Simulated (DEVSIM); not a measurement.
# In0.49Ga0.51P/GaAs n-p heterojunction

Structure: In0.49Ga0.51P/GaAs n-p heterojunction, at 400 K.

| layer (left to right) | material | thickness (μm) | Nd (cm⁻³) | Na (cm⁻³) | τn (s) | τp (s) |
|---|---|---|---|---|---|---|
| 1 | In0.49Ga0.51P | 1.20 | 2.7e17 | - | 5.5e-10 | 5.5e-10 |
| 2 | GaAs | 0.330 | - | 3e16 | 5.5e-10 | 5.5e-10 |

Left contact: ohmic. Right contact: ohmic. Voltage is applied to the left contact. Recombination: SRH at mid-gap, radiative, Auger. Mobility is constant in doping.

The device is made up for the run: typed textbook-type constants, with dimensions and the other settings drawn at random. Values at 300 K; Nc and Nv go as T^1.5, mobilities as T to minus their exponent, the gap by Varshni's rule with the affinity fixed.

```csv
parameter,In0.49Ga0.51P,GaAs
gap (eV),1.89,1.424
affinity (eV),4,4.07
permittivity,11.8,12.9
Nc (cm⁻³),9e17,4.7e17
Nv (cm⁻³),1.3e19,9e18
μn (cm²/Vs),1500,8500
μp (cm²/Vs),80,400
T exponent of μn,1.66,2.1
T exponent of μp,2,2.2
B (cm³/s),1e-10,2e-10
Cn (cm⁶/s),3e-30,1e-30
Cp (cm⁶/s),3e-30,1e-30
Varshni α (eV/K),0.0005,0.000541
Varshni β (K),250,204
```

Model (solved in DEVSIM): 1D drift-diffusion, Boltzmann statistics, complete ionisation; no tunnelling, impact ionisation, image-force lowering or self-heating. Band offsets follow the typed affinities; no thermionic-emission limit at abrupt steps, no polarisation charge.

| Quantity | Result |
|---|---|
| Potential step across the device at zero bias | 1.179 V |
| Largest field in the device at zero bias | 100000 V/cm |
| Dark forward voltage at 1 A/cm² | 0.689 V |
| Dark forward voltage at 100 A/cm² | 0.856 V |

Dark forward current:

(V (V), J (A/cm²)): (-0.05, -2.1e-6); (-0.10, -6.2e-6); (-0.15, -1.5e-5); (-0.20, -3.3e-5); (-0.25, -7.4e-5); (-0.30, -0.00017); (-0.35, -0.00039); (-0.40, -0.00097); (-0.45, -0.0026); (-0.50, -0.0078); (-0.55, -0.026); (-0.60, -0.091); (-0.65, -0.34); (-0.70, -1.3); (-0.75, -5.3); (-0.80, -21); (-0.85, -85); (-0.90, -330); (-0.95, -1200); (-1.00, -3700)

Dark reverse current:

```csv
V (V),J (A/cm²)
0.10,2.1e-6
0.25,4.1e-6
0.50,6.9e-6
0.75,9.4e-6
1.00,1.2e-5
1.50,1.5e-5
2.00,1.9e-5
2.50,2.1e-5
3.25,2.4e-5
4.00,2.6e-5
5.00,2.7e-5
```
